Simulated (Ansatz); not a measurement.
Results of PBEsol (plane waves, PAW; Ansatz, an electronic-structure program) for SrWO₄ (I4₁/a, No. 88; cell taken from a computed entry).

Run with plane-wave cutoff 500 eV, 10×10×10 k mesh, gaussian smearing 0.02 eV, no spin polarisation, scalar-relativistic PAW data made under PBE.

Cell (relaxed at this level):

```
SrWO4
1.0
   -2.70267     2.70267     5.91726
    2.70267    -2.70267     5.91726
    2.70267     2.70267    -5.91726
Sr W O
2 2 8
Cartesian
  0.00000   2.70267   2.95863
  0.00000   0.00000   0.00000
  2.70267   0.00000   2.95863
  0.00000   0.00000   5.91726
  1.27390  -0.77577   6.90567
  3.47844   1.27390   3.94703
  1.42877   3.47844   0.98840
  1.92690  -1.27390   3.94703
  1.42877   0.77577   1.97023
  1.92690   1.42877  -0.98840
  3.97657  -0.77577   1.97023
  0.77577   1.27390   4.92886
```

### Question
Predict the band gap.

### Answer

band gap: 4.44 eV (on the SCF k mesh)

Note: the relaxation could not lower the start's symmetry, so the cell can be a saddle point above a distorted one.

Spin–orbit coupling is not included.

Static lattice: no zero-point or thermal effects.

It cost about 11 core-minutes (a rough figure) of CPU time.
